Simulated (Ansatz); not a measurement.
## Hypothetical rutile HfS2: pressure series

Start from HfS2 in the rutile structure (space group P4_2/mnm, No. 136; a hypothetical phase, not in the database extracts checked).

```cif
data_Hf2S4
_chemical_formula_sum 'Hf2 S4'
_space_group_name_H-M_alt 'P 1'
_space_group_IT_number 1
_cell_length_a 6.02373
_cell_length_b 6.02373
_cell_length_c 3.65201
_cell_angle_alpha 90.000
_cell_angle_beta 90.000
_cell_angle_gamma 90.000
loop_
_space_group_symop_operation_xyz
  'x, y, z'
loop_
_atom_site_label
_atom_site_type_symbol
_atom_site_fract_x
_atom_site_fract_y
_atom_site_fract_z
_atom_site_occupancy
Hf1 Hf 0.00000 0.00000 0.00000 1
Hf2 Hf 0.50000 0.50000 0.50000 1
S1 S 0.30105 0.30105 0.00000 1
S2 S 0.80105 0.19895 0.50000 1
S3 S 0.19895 0.80105 0.50000 1
S4 S 0.69895 0.69895 0.00000 1
```

Cell and atoms are relaxed at each pressure.

All numbers come from PBEsol/PAW in Ansatz (a program for electronic structure), without spin-orbit coupling.

Only one of these has no band gap. Which?
A. pressure 0.7 GPa
B. pressure 10 GPa
C. pressure 5 GPa
D. pressure −2 GPa

B, pressure 10 GPa. Computed: pressure 0.7 GPa: 0.24 eV; pressure 5 GPa: 0.12 eV; pressure −2 GPa: 0.33 eV; pressure 10 GPa: zero

Spin-orbit coupling, missing from the scalar runs, can matter with Hf. Load acts through the strain it causes; cell and atoms are relaxed under it. Whether these cells are dynamically stable was not tested. No other phases were tried under pressure. All final runs are without spin polarisation. A zero or small gap of HfS2 can be the functional's error rather than a property of the material.
